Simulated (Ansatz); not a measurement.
A computed series for WO3: response to strain

Consider WO3 (space group P4/nmm, No. 129; a = 5.3145 Å, c = 3.9332 Å). Axes: x, y, z lie along a, b, c of the conventional cell.

Strains are applied to the cell and any free atomic positions relax; under stress the whole cell relaxes.

The values are results of PBEsol, PAW, 420 eV (Ansatz, an electronic-structure program; no spin-orbit coupling), not measurements.

Candidates:
(a) uniaxial strain ε_yy = −1.82 %
(b) isotropic strain −0.70 %
(c) isotropic strain −2.67 %
(d) isotropic strain +1.72 %
(e) uniaxial stress, 1 GPa tension along x

Notes on the quantities. energy relative to the base: free energy F.

**Question.** Order them by energy relative to the base, lowest first.

**Answer.** (e) uniaxial stress, 1 GPa tension along x (+0.2 meV/atom), (b) isotropic strain −0.70 % (+3.7 meV/atom), (a) uniaxial strain ε_yy = −1.82 % (+5.0 meV/atom), (d) isotropic strain +1.72 % (+20 meV/atom), (c) isotropic strain −2.67 % (+57 meV/atom)

Beyond what the load breaks, stability against distortions was not tested.
